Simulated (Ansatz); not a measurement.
W2C: pressure series

Base system: W2C (space group Pbcn, No. 60; a cell from a computed database, its experimental status unchecked).

```
W2C
1.0
    4.71013     0.00000     0.00000
    0.00000     6.04508     0.00000
    0.00000     0.00000     5.18352
W C
8 4
Cartesian
  1.15057   0.74538   0.41936
  3.55956   5.29970   4.76415
  1.20450   2.27716   3.01112
  3.50563   3.76792   2.17240
  3.50563   2.27716   4.76415
  1.20450   3.76792   0.41936
  3.55956   0.74538   2.17240
  1.15057   5.29970   3.01112
  2.35507   0.73548   3.88764
  2.35507   5.30960   1.29588
  0.00000   2.28706   1.29588
  0.00000   3.75802   3.88764
```

Cell and atoms are relaxed at each pressure.

Computed with DFT with PBEsol, PAW potentials and a 420 eV plane-wave cutoff in Ansatz (a quantum-chemistry and plane-wave program), scalar-relativistic without spin-orbit coupling.

| P (GPa) | V (Å³/atom) |
|---|---|
| -1.99 | 12.369 |
| -0.99 | 12.334 |
| 0.30 | 12.289 |
| 0.70 | 12.275 |
| 1.49 | 12.248 |
| 2.99 | 12.198 |
| 5.00 | 12.133 |
| 7.49 | 12.054 |
| 9.99 | 11.978 |

Task: Fit a third-order Birch–Murnaghan equation of state.

Result: Least squares on P(V) = (3B₀/2)[(V₀/V)^(7/3) − (V₀/V)^(5/3)]·[1 + (3/4)(B₀′ − 4)((V₀/V)^(2/3) − 1)] gives V₀ = 12.30 Å³/atom, B₀ = 356 GPa and B₀′ = 4.4.

Load acts through the strain it causes; cell and atoms are relaxed under it. Whether these cells are dynamically stable was not tested. No other phases were tried under pressure. All final runs are without spin polarisation.
